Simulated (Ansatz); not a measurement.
The structure below was relaxed with r2SCAN/PAW in Ansatz (a quantum-chemistry and plane-wave program), without spin-orbit coupling.

```xyz
1
Lattice="-0.9010 0.9010 0.9010 0.9010 -0.9010 0.9010 0.9010 0.9010 -0.9010" Properties=species:S:1:pos:R:3 pbc="T T T"
H      0.0000     0.0000     0.0000
```

### Question
Find the space group and the Wyckoff positions.

### Answer
Space group Im-3m (No. 229); a = b = c = 1.802 Å, α = β = γ = 90.00°

```json
[
 {"atom": "H", "site": "2a", "symmetry": "m-3m", "x": "0.0000", "y": "0.0000", "z": "0.0000"}
]
```

### Question
Describe the coordination.

### Answer
The crystal has 2 atoms in its conventional cell. Lattice parameters: a = b = c = 1.8020 Å, α = β = γ = 90.00°. H has no neighbour by this rule. (Neighbours: up to the widest gap in distance over summed covalent radii, below 1.35, at either atom.)

Stability against distortions was not tested. The cell was made from Li by this change: Li → H; the result is a model cell.
